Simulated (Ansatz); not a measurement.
**Pressure series in SiC**

Consider SiC in the wurtzite structure (space group P6_3mc, No. 186).

```
SiC
1.0
    3.07548     0.00000     0.00000
   -1.53774     2.66344     0.00000
    0.00000     0.00000     5.04859
Si C
2 2
Direct
  0.66667   0.33333   0.00050
  0.33333   0.66667   0.50050
  0.66667   0.33333   0.62470
  0.33333   0.66667   0.12470
```

Cell and atoms are relaxed at each pressure.

Calculations: r2SCAN in Ansatz (plane waves to 500 eV, PAW, no spin-orbit coupling), earlier PAW set.

Candidates:
(a) pressure 50 GPa
(b) pressure 15 GPa
(c) pressure −2 GPa
(d) pressure 3 GPa
(e) pressure 30 GPa

Base values:

```
Property    Value
--------  -------
Band gap  2.65 eV
```

Q: Order them by band gap, highest first.

A: (c) pressure −2 GPa (2.66 eV), (d) pressure 3 GPa (2.63 eV), (b) pressure 15 GPa (2.56 eV), (e) pressure 30 GPa (2.49 eV), (a) pressure 50 GPa (2.41 eV)

Load acts through the strain it causes; cell and atoms are relaxed under it. No phonon test of stability was made. Competing high-pressure phases were not computed.

Ansatz is a quantum-chemistry and plane-wave program.
